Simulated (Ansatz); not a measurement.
## PbS: tensor shear ε_xy = +0.86 %

Start from PbS in the rock salt structure (space group Fm-3m, No. 225; a = 5.9747 Å). Axes: x, y, z lie along the cube axes.

Modification: tensor shear ε_xy = +0.86 % (engineering shear γ = 0.0172); the atoms relax in the strained cell.

Calculations: r2SCAN (Ansatz, a first-principles code), without spin-orbit coupling. Settings: 10×10×10 k-points, 0.05 eV Fermi–Dirac smearing.

| quantity | base | changed | shift |
|---|---|---|---|
| space group | Fm-3m (No. 225) | Immm (No. 71) | – |
| shortest interatomic distance | 5.645 bohr | 5.645 bohr | 0.000 bohr |
| energy relative to the base (free energy F) | 0 meV/atom | +0.5 meV/atom | +0.5 meV/atom |
| pressure (mean of the normal stresses, compression positive) | -0.01 GPa | -0.01 GPa | 0.00 GPa |
| band gap | 0.69 eV | 0.61 eV | -0.08 eV |
| gap character | – | indirect, S → R | – |
| smallest direct gap | 0.69 eV | 0.68 eV | -0.015 eV |
| hole mass | 0.23 mₑ along k, 0.13 mₑ across (at L) | 0.22 mₑ along k, 0.13 mₑ across (at L) | – |
| valley order (the lowest conduction-band minima on the path, energy above the VBM, named in the base's zone) | L along ⟨111⟩ 0.69 eV; a point along ⟨110⟩, about 0.6 Å⁻¹ from Γ 1.58 eV | L along [1-11] 0.61 eV; L along [111] 0.70 eV; a point along [1-10], about 0.7 Å⁻¹ from Γ 1.52 eV; a point along [110], about 0.7 Å⁻¹ from Γ 1.72 eV | – |
| stress (xx, yy, zz, yz, xz, xy; compression positive) | – | (-0.01, -0.01, -0.01, 0.00, 0.00, -0.35) GPa | – |

Final structure:

```yaml
crystal:
  lattice:
    - [0.02569, 2.98736, 2.98736]
    - [2.98736, 0.02569, 2.98736]
    - [3.01306, 3.01306, 0.00000]
  atoms:
    - { symbol: Pb, position: [0.00000, 0.00000, 0.00000] }
    - { symbol: S, position: [0.50000, 0.50000, 0.50000] }
```

Spin-orbit coupling, missing from the scalar runs, can matter with Pb. Effective masses come from finite differences of ±0.01 Å⁻¹. Along k means along the line from Γ to the band edge. Whether these cells are dynamically stable was not tested. k-point labels follow each cell's own Brillouin zone.
